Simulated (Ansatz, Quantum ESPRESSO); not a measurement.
**One structure in several programs: Pd (Fm-3m, 1 atom in the cell)**

Self-consistent single point.

```yaml
crystal:
  lattice:
    - [0.00000, 1.92983, 1.92983]
    - [1.92983, 0.00000, 1.92983]
    - [1.92983, 1.92983, 0.00000]
  atoms:
    - { symbol: Pd, position: [0.00000, 0.00000, 0.00000] }
```

Shared settings, as Ansatz (a program for electronic structure) writes them: kpoints.mp_grid.grid = 15 15 15; magnetization.spin_orbit = true; scf.occupations.method = gaussian; scf.occupations.width = 0.01 Ry. Potentials and cutoffs stand in the table.

| code | model | pressure (GPa) | cutoff |
|---|---|---|---|
| Ansatz | PBE with spin-orbit coupling, default PAW files | 12.73 | 30.9 Ry |
| Quantum ESPRESSO | PBE, spin-orbit coupling, PseudoDojo fully relativistic norm-conserving (PBE) pseudopotentials | 13.16 | 85 Ry |

The spread over the programs that give each value: pressure within 0.43 GPa.

Ansatz's pressure is given at a fixed set of plane waves, as the other plane-wave codes print theirs; with its correction for the finite basis it is 12.81 GPa.

The starting cell has typed, rounded lattice constants, without a prior relaxation at this level. Its lattice was rescaled by a random factor within 2.5 % of one.

Left out of this page: Elk, FLEUR and SIESTA (not drawn, or without a comparable value).

Keys are those of Ansatz 0.2.
